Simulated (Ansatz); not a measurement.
Ti₂AlC, treated with PBE0 (Ansatz, a program for electronic structure, PAW).

Numerical settings: plane-wave cutoff 520 eV, 12×12×2 k mesh (along the axes of the cell as run), Fermi–Dirac smearing 0.03 eV, no spin polarisation, scalar-relativistic PAW data made under PBE.

Starting structure:

```
CELL_PARAMETERS angstrom
      3.05745     0.00000     0.00000
     -1.52872     2.64783     0.00000
      0.00000     0.00000    13.68598
ATOMIC_POSITIONS crystal
  Ti 0.33333 0.66667 0.08401
  Ti 0.66667 0.33333 0.91599
  Ti 0.66667 0.33333 0.58401
  Ti 0.33333 0.66667 0.41599
  Al 0.33333 0.66667 0.75000
  Al 0.66667 0.33333 0.25000
  C  0.00000 0.00000 0.00000
  C  0.00000 0.00000 0.50000
```

### Question
Into what structure does the relaxation of cell and atoms lead at this level, with the symmetry of the start kept?

### Answer
The volume shrinks by 1.3 %; final space group P6_3/mmc.
```
CELL_PARAMETERS angstrom
      3.04117     0.00000     0.00000
     -1.52059     2.63373     0.00000
      0.00000     0.00000    13.65915
ATOMIC_POSITIONS crystal
  Ti 0.33333 0.66667 0.08301
  Ti 0.66667 0.33333 0.91699
  Ti 0.66667 0.33333 0.58301
  Ti 0.33333 0.66667 0.41699
  Al 0.33333 0.66667 0.75000
  Al 0.66667 0.33333 0.25000
  C  0.00000 0.00000 0.00000
  C  0.00000 0.00000 0.50000
```

Note: the relaxation could not lower the start's symmetry, so the cell can be a saddle point above a distorted one.
